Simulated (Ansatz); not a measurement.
# BAs under a change: biaxial strain +1.50 %, plane normal [001], relaxed out of plane

Take BAs in the zinc blende structure (space group F-43m, No. 216; a = 4.768 Å) as the base. Axes: x, y, z lie along the cube axes.

One thing is altered: biaxial strain +1.50 %, plane normal [001], relaxed out of plane (Cartesian); in-plane vectors clamped, the third vector and the atoms free.

Calculations: PBEsol (Ansatz, an electronic-structure program; PAW; 420 eV plane waves; no spin-orbit coupling). Settings: 12×12×12 k-points, 0.05 eV Fermi–Dirac smearing.

| quantity | base | changed | shift |
|---|---|---|---|
| volume per atom | 13.55 Å³ | 13.85 Å³ | +0.30 Å³ |
| space group | F-43m (No. 216) | I-4m2 (No. 119) | – |
| shortest interatomic distance | 2.065 Å | 2.080 Å | +0.015 Å |
| energy relative to the base (free energy F) | 0 meV/atom | +5.8 meV/atom | +5.8 meV/atom |
| pressure (mean of the normal stresses, compression positive) | 0.00 GPa | -2.95 GPa | -2.95 GPa |
| band gap | 1.08 eV | 0.77 eV | -0.31 eV |
| gap character | – | indirect, Γ → Γ–M (82 % along) | – |
| electron mass | 1.1 mₑ along k, 0.21 mₑ across (off the special points) | 1.0 mₑ along k, 0.22 mₑ across (off the special points) | – |
| hole mass | – | 0.22 mₑ (at Γ) | – |
| valence-band top at Γ (three highest levels, from the VBM) | 0.00, 0.00, 0.00 eV | 0.00, -0.21, -0.21 eV | – |
| out-of-plane strain | – | -0.78 % | – |
| ratio −ε⊥/ε∥ | – | 0.52 | – |
| mean in-plane stress (compression positive) | – | -4.4 GPa | – |

Effective masses come from finite differences of ±0.01 Å⁻¹. Along k means along the line from Γ to the band edge. Stability against distortions was not tested. Labels are those of the standard path for the cell's own space group.
